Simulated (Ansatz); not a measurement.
**Si well of 8 atomic layers along [001] in random Si0.8Ge0.2, 5 % Ge through the well**

Prepared with Tersoff's 1989 multicomponent potential (SiCGe.tersoff) run with LAMMPS: minimisation. Geometry as solved with PBE, support functions at accuracy medium on the grid of 370 eV (Ansatz, a program for electronic structure).

```xyz
576
Lattice="16.58 0.00 0.00 0.00 16.58 0.00 0.00 0.00 44.02" Properties=species:S:1:pos:R:3 pbc="T T T"
Si     0.01     0.01     0.02
Si     1.38     1.40     1.39
Si     2.75     2.75    -0.01
Si     4.10     4.13     1.37
Si     2.76     0.05     2.77
Si     4.11     1.37     4.19
Si    -0.01     2.77     2.76
Si     1.36     4.13     4.14
Ge    -0.05     0.05     5.55
Si     1.37     1.44     6.93
Si     2.73     2.76     5.52
Ge     4.14     4.15     6.94
Ge     2.78     0.03     8.32
Si     4.18     1.42     9.72
Si    -0.01     2.78     8.32
Si     1.36     4.16     9.69
Si    -0.01     0.01    11.08
Si     1.38     1.40    12.42
Si     2.76     2.78    11.06
Si     4.11     4.18    12.41
Si     2.75     0.05    13.81
Si     4.12     1.38    15.21
Si     0.02     2.79    13.79
Si     1.41     4.13    15.16
Si     0.00     0.01    16.61
Si     1.39     1.39    17.94
Si     2.76     2.77    16.57
Si     4.14     4.15    17.93
Si     2.76     0.00    19.31
Si     4.15     1.38    20.66
Si     0.00     2.76    19.31
Si     1.39     4.14    20.66
Si     0.00     0.00    22.03
Si     1.39     1.38    23.39
Si     2.77     2.76    22.03
Si     4.16     4.14    23.38
Si     2.76    -0.01    24.76
Si     4.15     1.38    26.11
Si     0.00     2.76    24.75
Si     1.39     4.15    26.11
Si     0.01    -0.01    27.50
Si     1.38     1.38    28.85
Si     2.74     2.74    27.47
Ge     4.13     4.13    28.89
Si     2.76     0.04    30.25
Si     4.14     1.38    31.63
Si     0.02     2.75    30.23
Ge     1.38     4.16    31.63
Si     0.00    -0.01    33.08
Si     1.39     1.37    34.41
Si     2.76     2.72    33.02
Ge     4.14     4.14    34.40
Si     2.77    -0.02    35.77
Si     4.17     1.35    37.12
Si     0.02     2.74    35.78
Si     1.34     4.18    37.12
Si    -0.04    -0.04    38.49
Ge     1.34     1.35    39.92
Ge     2.75     2.76    38.47
Ge     4.17     4.17    39.92
Si     2.78    -0.03    41.29
Si     4.14     1.38    42.65
Si    -0.03     2.79    41.30
Si     1.38     4.15    42.65
Si    -0.01     5.51     0.01
Si     1.39     6.87     1.35
Si     2.74     8.27    -0.01
Ge     4.13     9.69     1.37
Si     2.72     5.49     2.74
Ge     4.12     6.89     4.16
Ge     0.01     8.28     2.76
Si     1.41     9.66     4.17
Si     0.02     5.50     5.55
Si     1.36     6.90     6.93
Si     2.73     8.29     5.58
Si     4.12     9.65     6.94
Si     2.73     5.55     8.33
Si     4.12     6.91     9.69
Si     0.01     8.28     8.32
Si     1.39     9.65     9.70
Si     0.00     5.54    11.07
Si     1.38     6.92    12.45
Si     2.76     8.29    11.07
Si     4.11     9.68    12.45
Si     2.76     5.54    13.81
Si     4.12     6.90    15.20
Si     0.00     8.30    13.82
Si     1.37     9.67    15.20
Ge     0.01     5.53    16.56
Si     1.40     6.93    17.95
Si     2.76     8.30    16.57
Si     4.14     9.67    17.95
Si     2.77     5.53    19.30
Si     4.15     6.91    20.66
Si     0.00     8.30    19.30
Si     1.38     9.68    20.67
Si     0.01     5.53    22.01
Si     1.41     6.88    23.36
Si     2.77     8.29    22.02
Si     4.15     9.68    23.38
Si     2.78     5.52    24.74
Si     4.13     6.94    26.10
Ge     0.00     8.29    24.75
Si     1.43     9.68    26.12
Si     0.03     5.56    27.47
Si     1.38     6.94    28.86
Si     2.78     8.30    27.50
Si     4.14     9.67    28.87
Si     2.76     5.58    30.25
Si     4.15     6.94    31.62
Si     0.00     8.30    30.25
Si     1.38     9.68    31.62
Si    -0.01     5.57    33.01
Si     1.39     6.92    34.36
Si     2.76     8.30    32.99
Si     4.11     9.67    34.40
Si     2.72     5.56    35.76
Si     4.11     6.91    37.14
Ge    -0.01     8.31    35.77
Si     1.41     9.70    37.16
Si    -0.02     5.53    38.53
Si     1.37     6.91    39.89
Si     2.75     8.29    38.53
Si     4.09     9.65    39.93
Si     2.73     5.55    41.29
Si     4.12     6.91    42.64
Si     0.02     8.27    41.29
Si     1.37     9.67    42.65
Si    -0.01    11.05     0.00
Si     1.33    12.40     1.42
Ge     2.72    13.79    -0.01
Ge     4.15    15.25     1.38
Si     2.73    11.06     2.79
Si     4.15    12.38     4.16
Si    -0.04    13.81     2.74
Ge     1.37    15.20     4.12
Ge     0.00    11.06     5.54
Si     1.41    12.41     6.96
Ge     2.81    13.80     5.57
Si     4.20    15.22     6.94
Si     2.76    11.03     8.33
Si     4.11    12.44     9.69
Ge     0.01    13.85     8.30
Si     1.38    15.22     9.73
Si     0.03    11.01    11.10
Si     1.38    12.42    12.45
Si     2.72    13.80    11.06
Ge     4.14    15.21    12.43
Si     2.75    11.05    13.84
Si     4.14    12.41    15.20
Si    -0.03    13.79    13.80
Ge     1.38    15.19    15.19
Si     0.00    11.06    16.56
Si     1.38    12.43    17.93
Si     2.78    13.80    16.58
Si     4.14    15.20    17.95
Si     2.76    11.05    19.31
Si     4.15    12.44    20.66
Si     0.00    13.82    19.30
Si     1.38    15.20    20.67
Si     0.00    11.07    22.02
Si     1.39    12.44    23.39
Si     2.76    13.82    22.02
Si     4.15    15.20    23.39
Si     2.78    11.06    24.74
Si     4.14    12.44    26.12
Si     0.01    13.82    24.74
Si     1.38    15.20    26.12
Ge     0.00    11.05    27.50
Si     1.39    12.45    28.89
Si     2.74    13.80    27.47
Ge     4.14    15.21    28.86
Si     2.76    11.05    30.24
Si     4.12    12.43    31.62
Si    -0.01    13.80    30.24
Ge     1.38    15.20    31.65
Si     0.00    11.06    32.99
Si     1.37    12.43    34.38
Si     2.77    13.78    33.03
Si     4.13    15.19    34.38
Si     2.76    11.07    35.76
Si     4.12    12.48    37.12
Si     0.01    13.81    35.76
Si     1.38    15.19    37.14
Si     0.03    11.09    38.50
Si     1.39    12.45    39.90
Si     2.76    13.84    38.52
Si     4.16    15.20    39.89
Si     2.74    11.05    41.28
Si     4.16    12.42    42.61
Si     0.00    13.82    41.26
Si     1.35    15.22    42.63
Si     5.56     0.03    -0.02
Si     6.94     1.37     1.37
Si     8.31     2.75     0.02
Si     9.72     4.11     1.36
Si     8.29    -0.01     2.74
Ge     9.68     1.38     4.16
Ge     5.52     2.75     2.78
Si     6.91     4.12     4.21
Si     5.53     0.02     5.54
Si     6.90     1.38     6.93
Si     8.28     2.76     5.58
Si     9.68     4.14     6.93
Si     8.28    -0.01     8.27
Ge     9.65     1.42     9.66
Si     5.55     2.75     8.32
Si     6.90     4.15     9.67
Si     5.56     0.02    11.04
Si     6.92     1.41    12.40
Si     8.27     2.82    11.07
Si     9.67     4.16    12.44
Ge     8.31     0.01    13.80
Si     9.69     1.39    15.24
Ge     5.52     2.78    13.82
Si     6.93     4.16    15.22
Si     5.49     0.02    16.60
Si     6.90     1.38    17.94
Si     8.29     2.76    16.59
Si     9.68     4.14    17.94
Si     8.28     0.00    19.29
Si     9.66     1.38    20.66
Si     5.52     2.77    19.30
Si     6.91     4.14    20.66
Si     5.52     0.00    22.02
Si     6.91     1.38    23.38
Si     8.29     2.76    22.02
Si     9.67     4.14    23.38
Si     8.29     0.00    24.74
Si     9.65     1.38    26.12
Si     5.53     2.75    24.74
Si     6.93     4.12    26.09
Si     5.55     0.02    27.47
Si     6.92     1.38    28.86
Si     8.28     2.76    27.49
Si     9.64     4.12    28.89
Si     8.31     0.01    30.21
Si     9.67     1.37    31.62
Si     5.55     2.73    30.27
Si     6.91     4.15    31.60
Si     5.48    -0.01    33.01
Ge     6.91     1.38    34.37
Si     8.29     2.77    32.96
Ge     9.68     4.15    34.39
Si     8.31    -0.02    35.77
Si     9.67     1.37    37.13
Si     5.55     2.76    35.81
Si     6.92     4.14    37.17
Si     5.53     0.00    38.53
Si     6.91     1.37    39.90
Si     8.30     2.74    38.52
Si     9.69     4.11    39.88
Si     8.30     0.01    41.27
Si     9.68     1.38    42.65
Si     5.55     2.73    41.30
Si     6.89     4.09    42.69
Si     5.47     5.48    -0.02
Ge     6.86     6.88     1.37
Ge     8.31     8.31    -0.02
Si     9.67     9.69     1.43
Ge     8.31     5.47     2.79
Ge     9.71     6.92     4.21
Si     5.51     8.30     2.78
Ge     6.92     9.68     4.17
Si     5.56     5.53     5.55
Si     6.90     6.90     6.94
Si     8.29     8.29     5.61
Si     9.67     9.66     6.96
Si     8.27     5.50     8.28
Ge     9.68     6.89     9.69
Si     5.50     8.26     8.29
Ge     6.89     9.68     9.70
Si     5.50     5.52    11.02
Ge     6.89     6.90    12.46
Si     8.30     8.30    11.09
Si     9.69     9.68    12.40
Si     8.31     5.51    13.85
Si     9.67     6.89    15.22
Si     5.46     8.29    13.82
Ge     6.88     9.65    15.22
Si     5.53     5.53    16.56
Si     6.90     6.90    17.95
Si     8.30     8.25    16.60
Si     9.66     9.65    17.96
Si     8.29     5.52    19.31
Si     9.68     6.91    20.67
Si     5.53     8.29    19.30
Si     6.91     9.67    20.67
Si     5.53     5.53    22.02
Si     6.90     6.91    23.38
Si     8.29     8.29    22.03
Si     9.67     9.69    23.39
Si     8.27     5.51    24.72
Ge     9.65     6.94    26.11
Si     5.53     8.30    24.74
Si     6.90     9.68    26.12
Ge     5.56     5.55    27.47
Si     6.93     6.94    28.90
Si     8.27     8.34    27.53
Si     9.69     9.68    28.88
Si     8.29     5.53    30.25
Si     9.68     6.91    31.61
Si     5.53     8.31    30.25
Si     6.93     9.66    31.60
Si     5.52     5.52    32.95
Ge     6.90     6.90    34.37
Si     8.30     8.28    32.95
Ge     9.72     9.66    34.34
Si     8.29     5.53    35.81
Si     9.70     6.90    37.15
Si     5.46     8.28    35.75
Ge     6.90     9.64    37.14
Si     5.52     5.55    38.47
Ge     6.89     6.94    39.88
Si     8.35     8.30    38.52
Si     9.69     9.69    39.89
Ge     8.30     5.49    41.30
Si     9.73     6.90    42.64
Si     5.48     8.32    41.29
Si     6.89     9.70    42.61
Si     5.55    11.08    -0.03
Si     6.94    12.43     1.35
Si     8.29    13.84    -0.01
Si     9.68    15.21     1.38
Si     8.30    11.08     2.75
Si     9.67    12.48     4.09
Ge     5.56    13.79     2.79
Si     6.91    15.26     4.16
Si     5.48    11.03     5.57
Ge     6.89    12.43     6.95
Ge     8.32    13.87     5.52
Si     9.72    15.23     6.95
Si     8.33    11.06     8.33
Si     9.69    12.45     9.69
Si     5.51    13.84     8.36
Si     6.92    15.21     9.68
Si     5.48    11.08    11.08
Si     6.87    12.46    12.41
Si     8.29    13.82    11.05
Si     9.69    15.15    12.44
Ge     8.30    11.08    13.79
Si     9.68    12.48    15.20
Si     5.50    13.78    13.82
Ge     6.88    15.18    15.23
Si     5.50    11.07    16.61
Si     6.91    12.43    17.95
Si     8.31    13.80    16.61
Si     9.68    15.20    17.95
Si     8.29    11.04    19.31
Si     9.67    12.44    20.66
Si     5.53    13.82    19.31
Si     6.91    15.20    20.67
Si     5.53    11.06    22.03
Si     6.91    12.44    23.40
Si     8.28    13.81    22.02
Si     9.66    15.19    23.38
Si     8.29    11.06    24.76
Si     9.68    12.44    26.12
Si     5.53    13.82    24.76
Si     6.92    15.21    26.11
Si     5.50    11.04    27.47
Ge     6.91    12.42    28.87
Si     8.30    13.84    27.47
Si     9.67    15.19    28.85
Si     8.33    11.03    30.27
Si     9.68    12.43    31.64
Si     5.50    13.79    30.26
Ge     6.91    15.20    31.63
Ge     5.54    11.05    33.01
Si     6.91    12.50    34.39
Si     8.33    13.82    33.03
Si     9.69    15.19    34.40
Ge     8.31    11.11    35.76
Si     9.75    12.45    37.15
Si     5.52    13.85    35.76
Si     6.89    15.23    37.13
Ge     5.48    11.08    38.55
Si     6.91    12.45    39.93
Ge     8.30    13.83    38.52
Si     9.68    15.26    39.89
Si     8.29    11.05    41.26
Si     9.63    12.45    42.64
Si     5.53    13.83    41.28
Si     6.92    15.22    42.64
Si    11.05     0.02     0.02
Si    12.44     1.39     1.39
Si    13.81     2.77     0.02
Si    15.20     4.14     1.39
Si    13.81     0.01     2.76
Si    15.16     1.43     4.12
Si    11.10     2.78     2.76
Si    12.45     4.14     4.18
Si    11.10     0.00     5.57
Si    12.46     1.39     6.93
Si    13.82     2.77     5.54
Si    15.20     4.14     6.93
Si    13.82     0.01     8.31
Si    15.22     1.38     9.68
Si    11.09     2.79     8.28
Si    12.46     4.12     9.69
Ge    11.08    -0.02    11.07
Si    12.50     1.38    12.45
Si    13.85     2.76    11.06
Si    15.21     4.15    12.44
Si    13.82    -0.02    13.82
Ge    15.21     1.40    15.20
Ge    11.08     2.77    13.84
Si    12.47     4.19    15.22
Si    11.06    -0.01    16.58
Si    12.43     1.38    17.94
Si    13.80     2.79    16.60
Si    15.19     4.13    17.97
Si    13.82     0.00    19.30
Si    15.21     1.38    20.66
Si    11.05     2.76    19.31
Si    12.44     4.16    20.66
Si    11.03    -0.02    22.00
Ge    12.44     1.38    23.38
Si    13.84     2.79    22.00
Si    15.22     4.16    23.39
Si    13.84    -0.02    24.77
Si    15.22     1.37    26.12
Si    11.02     2.78    24.77
Si    12.45     4.13    26.09
Si    11.02    -0.02    27.46
Ge    12.43     1.37    28.85
Si    13.83     2.76    27.44
Ge    15.21     4.16    28.85
Si    13.84    -0.03    30.23
Ge    15.20     1.37    31.64
Si    11.01     2.76    30.25
Ge    12.42     4.17    31.63
Si    11.03     0.01    33.03
Si    12.43     1.36    34.40
Si    13.78     2.75    33.03
Ge    15.19     4.15    34.40
Si    13.82    -0.01    35.76
Si    15.20     1.37    37.13
Si    11.08     2.74    35.79
Si    12.44     4.14    37.14
Si    11.05    -0.01    38.48
Ge    12.44     1.40    39.87
Si    13.86     2.79    38.49
Si    15.20     4.16    39.90
Ge    13.86    -0.02    41.30
Si    15.23     1.41    42.69
Si    11.05     2.77    41.29
Si    12.45     4.14    42.64
Si    11.07     5.50    -0.01
Ge    12.46     6.89     1.39
Si    13.87     8.28     0.00
Si    15.20     9.70     1.37
Si    13.84     5.48     2.80
Si    15.23     6.84     4.16
Si    11.05     8.31     2.76
Ge    12.46     9.68     4.12
Si    11.09     5.49     5.58
Si    12.43     6.86     6.97
Ge    13.85     8.23     5.56
Si    15.23     9.64     6.95
Si    13.84     5.51     8.33
Si    15.21     6.91     9.69
Si    11.07     8.29     8.30
Si    12.42     9.64     9.71
Si    11.09     5.49    11.07
Si    12.47     6.87    12.42
Si    13.83     8.28    11.06
Si    15.20     9.66    12.44
Si    13.84     5.53    13.82
Si    15.19     6.93    15.17
Ge    11.07     8.27    13.81
Si    12.49     9.67    15.18
Si    11.06     5.53    16.58
Si    12.44     6.92    17.93
Si    13.83     8.29    16.56
Si    15.21     9.68    17.93
Si    13.82     5.54    19.30
Si    15.21     6.92    20.66
Si    11.06     8.29    19.31
Si    12.44     9.68    20.66
Si    11.06     5.53    22.03
Si    12.45     6.92    23.38
Si    13.82     8.30    22.01
Si    15.18     9.70    23.36
Si    13.82     5.53    24.75
Si    15.18     6.90    26.14
Si    11.08     8.32    24.73
Si    12.45     9.68    26.13
Ge    11.08     5.51    27.53
Si    12.46     6.95    28.91
Si    13.82     8.30    27.51
Si    15.18     9.66    28.89
Si    13.84     5.58    30.26
Si    15.21     6.94    31.64
Si    11.06     8.31    30.25
Si    12.45     9.68    31.62
Si    11.06     5.59    33.02
Si    12.46     6.93    34.39
Si    13.82     8.31    33.00
Si    15.18     9.71    34.36
Si    13.79     5.55    35.79
Si    15.17     6.90    37.16
Si    11.09     8.27    35.78
Si    12.45     9.67    37.14
Si    11.06     5.50    38.52
Si    12.43     6.89    39.88
Si    13.80     8.27    38.51
Ge    15.22     9.68    39.89
Si    13.82     5.53    41.27
Si    15.22     6.89    42.65
Si    11.05     8.27    41.23
Ge    12.47     9.67    42.62
Ge    11.05    11.10     0.04
Si    12.47    12.50     1.41
Si    13.84    13.84     0.02
Si    15.20    15.23     1.39
Si    13.85    11.10     2.74
Si    15.18    12.47     4.14
Si    11.07    13.86     2.76
Si    12.44    15.22     4.15
Ge    11.02    11.09     5.54
Si    12.43    12.49     6.92
Si    13.80    13.84     5.52
Si    15.15    15.21     6.91
Ge    13.79    11.03     8.29
Ge    15.21    12.42     9.75
Si    11.07    13.83     8.32
Si    12.47    15.18     9.67
Si    11.07    11.06    11.06
Si    12.44    12.43    12.46
Si    13.80    13.83    11.10
Si    15.20    15.20    12.45
Si    13.84    11.05    13.81
Si    15.20    12.43    15.19
Si    11.07    13.81    13.83
Si    12.44    15.20    15.19
Ge    11.07    11.05    16.57
Si    12.47    12.46    17.95
Si    13.83    13.83    16.56
Si    15.20    15.20    17.94
Si    13.83    11.06    19.30
Si    15.21    12.44    20.66
Si    11.06    13.82    19.31
Si    12.44    15.20    20.66
Si    11.05    11.06    22.02
Si    12.43    12.44    23.38
Si    13.82    13.82    22.02
Si    15.21    15.19    23.39
Si    13.81    11.06    24.74
Si    15.20    12.44    26.08
Si    11.05    13.82    24.74
Si    12.41    15.21    26.09
Si    11.05    11.05    27.49
Si    12.41    12.40    28.90
Ge    13.80    13.81    27.49
Si    15.23    15.20    28.88
Si    13.82    11.05    30.26
Si    15.20    12.43    31.62
Si    11.02    13.79    30.23
Ge    12.43    15.18    31.64
Si    11.11    11.09    32.98
Si    12.46    12.44    34.39
Si    13.86    13.80    33.03
Si    15.21    15.19    34.41
Si    13.82    11.05    35.77
Si    15.21    12.43    37.13
Si    11.09    13.82    35.75
Si    12.45    15.20    37.13
Si    11.09    11.05    38.52
Si    12.47    12.43    39.87
Si    13.83    13.81    38.49
Si    15.21    15.15    39.86
Si    13.85    11.11    41.27
Si    15.22    12.46    42.66
Ge    11.06    13.83    41.27
Si    12.44    15.21    42.71
```
